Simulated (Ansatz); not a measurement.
The reference is BeTe in the zinc blende structure (space group F-43m, No. 216; a = 5.604 Å). Axes: x, y, z lie along the cube axes.

Method: PBEsol/PAW in Ansatz (a quantum-chemistry and plane-wave program), spin-orbit coupling left out.

Base values:

```
Quantity                            Result
---------------------  -------------------
Smallest direct gap                3.61 eV
Valence-band top at Γ  0.00, 0.00, 0.00 eV
Band gap                           1.84 eV
```

The change: compressive biaxial strain of 0.90 % in the plane normal to [111], as in epitaxy on a mismatched substrate; the out-of-plane cell vector and the atoms relax.

### Question
How does this affect the out-of-plane strain, smallest direct gap, valence-band top at Γ and band gap?

### Answer
The out-of-plane strain amounts to +0.39 %; the smallest direct gap falls by 0.16 eV, from 3.61 eV to 3.45 eV; the valence-band top at Γ (three highest levels, from the VBM) goes from 0.00, 0.00, 0.00 eV to 0.00, 0.00, -0.11 eV; the band gap shrinks by 0.08 eV, from 1.84 eV to 1.76 eV.

With Te present, leaving out spin-orbit coupling can change the band edges. Stability against distortions was not tested.
